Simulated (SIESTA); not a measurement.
**Input and output of a self-consistent single point for RbPbF3 (Pm-3m, 5 atoms in the cell) (SIESTA)**

Method of the run: SIESTA with GGA PBEsol, numerical atomic orbitals DZP, PseudoDojo PBEsol standard norm-conserving potentials (rewritten from UPF to PSML).

This input was run:

```
# files in the folder: Rb.psml Pb.psml F.psml (PseudoDojo PBEsol standard)
SystemName  RbPbF3
SystemLabel rbpbf3

NumberOfAtoms                5
NumberOfSpecies              3
%block ChemicalSpeciesLabel
  1 37 Rb
  2 82 Pb
  3 9 F
%endblock ChemicalSpeciesLabel
LatticeConstant              1.0 Ang
%block LatticeVectors
     4.861720000    0.000000000    0.000000000
     0.000000000    4.861720000    0.000000000
     0.000000000    0.000000000    4.861720000
%endblock LatticeVectors
AtomicCoordinatesFormat      Ang
%block AtomicCoordinatesAndAtomicSpecies
     0.000000000    0.000000000    0.000000000  1
     2.430860000    2.430860000    2.430860000  2
     0.000000000    2.430860000    2.430860000  3
     2.430860000    0.000000000    2.430860000  3
     2.430860000    2.430860000    0.000000000  3
%endblock AtomicCoordinatesAndAtomicSpecies

XC.functional                GGA
XC.authors                   PBEsol
PAO.BasisSize                DZP
PAO.EnergyShift              0.01 Ry
MeshCutoff                   300 Ry
%block kgrid.MonkhorstPack
    4   0   0  0.0
    0   4   0  0.0
    0   0   4  0.0
%endblock kgrid.MonkhorstPack
OccupationFunction           FD
ElectronicTemperature        10 K

MaxSCFIterations             150
SCF.Mixer.Method             Broyden
SCF.Mixer.Weight             0.1
SCF.Mixer.History            8
SCF.DM.Tolerance             1.0E-04
Diag.ParallelOverK           true
WriteForces                  true
Charge.Mulliken              end
```

Output, abridged:

```
reinit: Reading from file input.fdf

reinit: System Name: RbPbF3
reinit: System Label: rbpbf3

coor:   Atomic-coordinates input format  =     Cartesian coordinates
coor:                                          (in Angstroms)

siesta: Atomic coordinates (Bohr) and species
siesta:      0.00000   0.00000   0.00000  1        1
siesta:      4.59366   4.59366   4.59366  2        2
siesta:      0.00000   4.59366   4.59366  3        3
siesta:      4.59366   0.00000   4.59366  3        4
siesta:      4.59366   4.59366   0.00000  3        5

siesta: System type = bulk

initatomlists: Number of atoms, orbitals, and projectors:      5    66    83

siesta: ******************** Simulation parameters ****************************
redata: Spin configuration                          = none
redata: Time-Reversal Symmetry                      = T
redata: Number of Atomic Species                    =        3
redata: Mesh Cutoff                                 =   300.0000 Ry
redata: Net charge of the system                    =     0.0000 |e|
redata: Min. number of SCF Iter                     =        0
redata: Max. number of SCF Iter                     =      150
redata: SCF convergence failure will abort job
redata: SCF mix quantity                            = Hamiltonian
redata: Mix DM or H after convergence               =   F
redata: Recompute H after scf cycle                 =   F
redata: Mix DM in first SCF step                    =   T
redata: No kicks to SCF
redata: DM Mixing Weight for Kicks                  =     0.5000
redata: Require Harris convergence for SCF          =   F
redata: Harris energy tolerance for SCF             =     0.000100 eV
redata: Require DM convergence for SCF              =   T
redata: DM tolerance for SCF                        =     0.000100
redata: Require EDM convergence for SCF             =   F
redata: EDM tolerance for SCF                       =     0.001000 eV
   [... lines left out ...]
diag: Parallel distribution                         =     1 x     1
diag: Used triangular part                          = Lower
diag: Absolute tolerance                            =  0.100E-15
diag: Orthogonalization factor                      =  0.100E-05
diag: Memory factor                                 =  1.0000

superc: Internal auxiliary supercell:     5 x     5 x     5  =     125
superc: Number of atoms, orbitals, and projectors:    625   8250  10375

                        Single-point calculation

superc: Internal auxiliary supercell:     5 x     5 x     5  =     125
superc: Number of atoms, orbitals, and projectors:    625   8250  10375

outcell: Unit cell vectors (Ang):
        4.861720    0.000000    0.000000
        0.000000    4.861720    0.000000
        0.000000    0.000000    4.861720

outcell: Cell vector modules (Ang)   :    4.861720    4.861720    4.861720
outcell: Cell angles (23,13,12) (deg):     90.0000     90.0000     90.0000
outcell: Cell volume (Ang**3)        :    114.9132
new_DM -- step:     1
Initializing Density Matrix...

Attempting to read DM from file... Failed...
DM filled with atomic data:

InitMesh: MESH = 54 x 54 x 54 = 157464
InitMesh: Mesh cutoff (required, used) =   300.000   340.965 Ry

stepf: Fermi-Dirac step function
        iscf     Eharris(eV)        E_KS(eV)     FreeEng(eV)     dDmax    Ef(eV) dHmax(eV)
   scf:    1    -4647.410533    -4639.489550    -4639.489550  0.790288 -4.008219  5.489575
   scf:    2    -4641.092056    -4640.330991    -4640.330991  0.041456 -4.251680  3.960353
   scf:    3    -4641.633014    -4641.344758    -4641.344758  0.105949 -2.860791  1.256893
   scf:    4    -4641.259360    -4641.341807    -4641.341807  0.053871 -3.153658  0.998044
   scf:    5    -4641.443106    -4641.408045    -4641.408045  0.038261 -3.500775  0.147652
   scf:    6    -4641.404751    -4641.406579    -4641.406579  0.004813 -3.523855  0.218150
   [... 2 lines left out ...]
   scf:    9    -4641.408824    -4641.408831    -4641.408831  0.000098 -3.514553  0.016039
   scf:   10    -4641.408850    -4641.408842    -4641.408842  0.000293 -3.514430  0.006792
   scf:   11    -4641.408845    -4641.408844    -4641.408844  0.000217 -3.513706  0.001588
   scf:   12    -4641.408845    -4641.408844    -4641.408844  0.000021 -3.513439  0.001225
   scf:   13    -4641.408845    -4641.408845    -4641.408845  0.000018 -3.513183  0.000870
SCF Convergence by DM+H criterion
max |DM_out - DM_in|         :     0.0000181737
max |H_out - H_in|      (eV) :     0.0008696851
SCF cycle converged after 13 iterations

Using DM_out to compute the final energy and forces

siesta: E_KS(eV) =            -4641.4088

siesta: E_KS - E_eggbox =     -4641.4088

siesta: Atomic forces (eV/Ang):
     1    0.000000    0.000000    0.000000
     2   -0.000000    0.000000   -0.000000
     3   -0.000000   -0.000000   -0.000000
     4   -0.000000    0.000000   -0.000000
     5   -0.000000    0.000000    0.000000
   Tot    0.000000    0.000000   -0.000000
   Max    0.000000
   Res    0.000000    sqrt( Sum f_i^2 / 3N )
   Max    0.000000    constrained

Stress tensor Voigt[x,y,z,yz,xz,xy] (kbar):       42.71       42.71       42.71       -0.00        0.00       -0.00
(Free)E + p*V (eV/cell)    -4644.4720
Target enthalpy (eV/cell)    -4641.4088

siesta: Program's energy decomposition (eV):
siesta: Ebs     =      -707.719488
siesta: Eions   =      6272.413431
siesta: Ena     =       834.332430
siesta: Ekin    =      2458.185696
siesta: Enl     =      -523.657150
siesta: Eso     =         0.000000
siesta: Edftu   =         0.000000
siesta: DEna    =        20.191006
siesta: DUscf   =         1.510218
siesta: DUext   =         0.000000
siesta: Ex      =     -1079.560480
siesta: Ec      =       -79.997133
siesta: Exc     =     -1159.557613
siesta: Eharris =     -4641.408845
siesta: Etot    =     -4641.408845
siesta: FreeEng =     -4641.408845

siesta: Stress tensor (static) (eV/Ang**3):
siesta:     0.026657   -0.000000    0.000000
siesta:    -0.000000    0.026657   -0.000000
siesta:     0.000000   -0.000000    0.026657

siesta: Cell volume =        114.913176 Ang**3

siesta: Pressure (static):
siesta:                Solid            Molecule  Units
siesta:          -0.00029033         -0.00029033  Ry/Bohr**3
siesta:          -0.02665659         -0.02665659  eV/Ang**3
siesta:         -42.70856410        -42.70856410  kBar

mulliken: Atomic and Orbital Populations:

Species: Rb
Atom  Qatom  Qorb
               4s      5s      5s      4py     4pz     4px     5py     5pz
               5px
   1  8.458   1.993   0.173  -0.020   1.982   1.982   1.982   0.122   0.122
              0.122

Species: Pb
Atom  Qatom  Qorb
               6s      6s      6py     6pz     6px     6py     6pz     6px
               5dxy    5dyz    5dz2    5dxz    5dx2-y2 6dxy    6dyz    6dz2
               6dxz    6dx2-y2
   2 13.613   1.782   0.106   0.335   0.335   0.335   0.028   0.028   0.028
              2.005   2.005   1.993   2.005   1.993   0.125   0.125   0.131

              0.125   0.131

Species: F
Atom  Qatom  Qorb
               2s      2s      2py     2pz     2px     2py     2pz     2px
               3Pdxy   3Pdyz   3Pdz2   3Pdxz   3Pdx2-y2
   3  7.310   1.829   0.040   2.002   2.002   1.854  -0.154  -0.154  -0.115
              0.001   0.000   0.001   0.001   0.003
   4  7.310   1.829   0.040   1.854   2.002   2.002  -0.115  -0.154  -0.154
              0.001   0.001   0.001   0.000   0.003
   5  7.310   1.829   0.040   2.002   1.854   2.002  -0.154  -0.115  -0.154
              0.000   0.001   0.004   0.001   0.000

mulliken: Qtot =       44.000

Mulliken Atomic Populations:
Atom #   charge [q] valence [e]  Species
     1     0.542098    8.457902  Rb
     2     0.386850   13.613150  Pb
     3    -0.309649    7.309649  F
     4    -0.309649    7.309649  F
     5    -0.309649    7.309649  F
 Total     0.000000
```

The run converged in 13 iterations.

The starting cell comes from a database of computed structures (which also holds hypothetical and non-ambient phases and stackings), without a prior relaxation at this level. Values carry the incompleteness of an atom-centred basis. With a pressure of about -4 GPa the cell is away from its equilibrium volume at this level.
